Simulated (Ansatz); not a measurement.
Take PbS in the rock salt structure (space group Fm-3m, No. 225; a = 5.975 Å) as the base. Axes: x, y, z lie along the cube axes.

Method: plane-wave PAW DFT at the r2SCAN level (Ansatz, an electronic-structure program, 500 eV), spin-orbit coupling left out.

Before the change:

| Property | Result |
|---|---|
| Band gap | 0.69 eV |
| Volume per atom | 26.66 Å³ |

One thing is altered: compressive biaxial strain of 0.83 % in the plane normal to [111], as in epitaxy on a mismatched substrate; the out-of-plane cell vector and the atoms relax.

Question: What happens to the band gap, volume per atom and in-plane stress?

Answer: The band gap drops by 0.13 eV (0.69 eV → 0.56 eV); the volume per atom shrinks by 0.22 Å³ (26.66 Å³ → 26.44 Å³); the mean in-plane stress (compression positive) amounts to +0.7 GPa.

With Pb present, leaving out spin-orbit coupling can change the band edges. Whether these cells are dynamically stable was not tested.
